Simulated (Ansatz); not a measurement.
Defect: F-vacancy pair (F on one host O site, one O site vacant) in monoclinic ZrO2, charge state +3. The step: direct exchange of F with the vacancy (F-vacancy distance between ideal sites 2.57 Å throughout); the atom moves 1.83 Å along (0.34, 0.07, 0.13) of the unit cell; the moving atom starts with neighbours O at 2.69, 2 O at 2.75; Zr at 2.18, Zr at 2.20, Zr at 2.50 Å and ends with O at 2.55, O at 2.59, O at 2.66, O at 2.75; Zr at 2.19, Zr at 2.26, Zr at 2.56, Zr at 2.59 Å. DFT values are from Ansatz (plane-wave PAW, 420 eV unless said) in a cell of 96 host sites, spin-restricted, static, with no finite-size correction. The charge state is imposed; whether it is stable for some Fermi level was not computed. Forms of the defect that were not tried may lie lower. The start lies 0.72 eV above the lowest site run (PBE). For the PBE band: the saddle point's order was not checked.

| Level | Forward barrier (eV) | Cost of the band or of the saddle's single point |
|---|---|---|
| CHGNet universal potential (has no charge state), its own band | 0.20 | - |
| PBE, the Γ point alone, band relaxed | 0.05 | about 30 core-minutes (a rough figure) |
| PBE, a 2×2×2 k-point mesh shifted by half a step, same geometries | 0.05 | roughly 11 core-minutes |
| r2SCAN at 500 eV, the Γ point alone, same geometries | [?] | around 2.9 core-minutes (rough) |

Q: What belongs in the gaps?

A: 
- r2SCAN at 500 eV, the Γ point alone, same geometries, Forward barrier (eV): 0.06

Ansatz is a program for electronic structure.
